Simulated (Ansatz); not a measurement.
# Bulk modulus B0 of GaAs (model structure, from the NiAs type, P6₃/mmc, No. 194) at several levels of theory

No measured value is used here.

```csv
level (code),value (GPa),cell (Å³/atom)
LDA (Ansatz),84.2,18.33
PBE (Ansatz),[?],19.80
PBEsol (Ansatz),79.4,18.82
r²SCAN (Ansatz),79.5,19.10
```

### Question
Some entries are withheld; supply them.

### Answer

- PBE (Ansatz, a program for electronic structure), value (GPa): 68.2

LDA, PBE, PBEsol, r²SCAN: the bulk modulus is −V dP/dV from two relaxed cells at ±2 % in volume. Each level is taken at its own relaxed cell. Cutoffs differ between the levels. Ansatz's density-functional and Hartree–Fock values are scalar-relativistic unless marked +SOC, with PAW data made under PBE.

A model structure was made by putting elements into a prototype or built by hand; it is no filed structure, need not be a known phase, and can be a saddle point held by its symmetry.
